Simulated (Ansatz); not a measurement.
## How the band gap of GaAl3N4 (model structure, P3m1, No. 156, 8 atoms in the cell) moves with the method

No measured value is used here.

Unless a cell is named, each level is at its own relaxed cell (LDA 10.43, PBEsol 10.69, r²SCAN 10.65 Å³/atom).

### Question
Put these levels in order of the band gap that they give for GaAl3N4 (model structure, P3m1, No. 156, 8 atoms in the cell), smallest first: LDA (Ansatz, a first-principles code), PBEsol (Ansatz), r²SCAN (Ansatz).

### Answer
PBEsol (3.28 eV), LDA (3.56 eV), r²SCAN (3.91 eV)

Computed values are for a static lattice. Spin–orbit coupling is included only where a level's name says +SOC; with heavier elements it mostly lowers gaps and can invert bands.  Each level is taken at its own relaxed cell. Cutoffs differ between the levels. Ansatz's density-functional and Hartree–Fock values are scalar-relativistic unless marked +SOC, with PAW data made under PBE.

A model structure was made by putting elements into a prototype or built by hand; it is no filed structure, need not be a known phase, and can be a saddle point held by its symmetry.
